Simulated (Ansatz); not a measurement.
Take PbSe in the rock salt structure (space group Fm-3m, No. 225; a = 6.218 Å) as the base.

It is then changed as follows: a hydrostatic pressure of 0.9 GPa.

Levels (all Ansatz, a quantum-chemistry and plane-wave program, PAW): PBE (420 eV, no spin-orbit coupling); HSE06 (420 eV, spin-orbit coupling left out).

The geometry is relaxed with PBE.

PBE band gap: 0.38 eV

**Question.** How does going to HSE06 change the band gap?

**Answer.** The band gap rises by 0.416 eV (0.38 eV → 0.79 eV).

Single points use the geometry relaxed with PBE. The hybrid gap comes from the SCF mesh plus the semilocal run's edge points and a few special points and is an upper bound. Spin-orbit coupling, missing from the scalar runs, can matter with Pb. Load acts through the strain it causes; cell and atoms are relaxed under it. Whether these cells are dynamically stable was not tested.
